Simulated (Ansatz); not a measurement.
Cu, response to strain

Consider Cu in the fcc (Cu type) structure (space group Fm-3m, No. 225; a = 3.564 Å; relaxed with 0.1 eV smearing). Axes: x, y, z lie along the cube axes.

Strains are applied to the cell and any free atomic positions relax; under biaxial strain the out-of-plane vector relaxes too.

Calculations: PBEsol (Ansatz, a quantum-chemistry and plane-wave program), no spin-orbit coupling.

```csv
"biaxial strain, plane normal [111], relaxed out of plane (%)",out-of-plane strain (%)
0,0.00
0.42,-0.30
0.83,?
1.25,-0.90
1.67,-1.20
2.08,-1.50
2.5,-1.82
```

Fit ε⊥ = −νε + γε² (strains in %) to the rows shown and predict the withheld row.

Least squares on the printed values gives ν = 0.71 (the biaxial Poisson response) and γ = -0.008 (largest residual 0.00 %); this predicts -0.59 %, and the run gives -0.60 %, in agreement.

No phonon test of stability was made. All final runs are without spin polarisation.
